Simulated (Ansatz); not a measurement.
## A computed series for Li2S: response to strain

Start from Li2S in the anti-fluorite structure (space group Fm-3m, No. 225; a = 5.6549 Å).

Strains are applied to the cell and any free atomic positions relax.

The values are results of Ansatz (an electronic-structure program), PBEsol, PAW, cutoff 420 eV, without spin-orbit coupling, not measurements.

Candidates:
(a) isotropic strain −2.50 %
(b) isotropic strain +1.50 %
(c) isotropic strain −1.50 %
(d) isotropic strain +2.00 %

For the base:

The smallest direct gap is 4.21 eV.

Question: Order them by smallest direct gap, highest first.

Answer: (a) isotropic strain −2.50 % (4.62 eV), (c) isotropic strain −1.50 % (4.45 eV), (b) isotropic strain +1.50 % (3.99 eV), (d) isotropic strain +2.00 % (3.92 eV)

Stability against distortions was not tested.
